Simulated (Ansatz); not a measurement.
The reference is BAs in the zinc blende structure (space group F-43m, No. 216).

```xyz
2
Lattice="0.0000 2.3661 2.3661 2.3661 0.0000 2.3661 2.3661 2.3661 0.0000" Properties=species:S:1:pos:R:3 pbc="T T T"
B      0.0000     0.0000     0.0000
As     1.1830     1.1830     1.1830
```

All numbers come from LDA (Ansatz, a program for electronic structure; PAW; 420 eV plane waves; no spin-orbit coupling).

For the base:

| Property | Value |
|---|---|
| Pressure | 0.00 GPa |
| Smallest direct gap | 3.29 eV |
| Hole mass | 0.23 mₑ (at Γ) |
| Band gap | 1.11 eV |

Modification: the cell is scaled by 0.9750 in all directions, atoms relaxed at fixed cell.

Problem. How does this affect the pressure?

Solution. The pressure goes from zero to 13.02 GPa.

Problem. Predict the new smallest direct gap.

Solution. The smallest direct gap rises by 0.10 eV, from 3.29 eV to 3.39 eV.

Problem. How does this affect the hole mass?

Solution. The hole mass (degenerate bands, along [100]) becomes 0.22, 0.22, 0.27 mₑ (at Γ) (base: 0.23 mₑ (at Γ)).

Problem. Predict the new band gap.

Solution. The band gap shrinks by 0.07 eV, from 1.11 eV to 1.04 eV.

The cells carry an imposed strain or load. Effective masses come from finite differences of ±0.01 Å⁻¹. Whether these cells are dynamically stable was not tested.
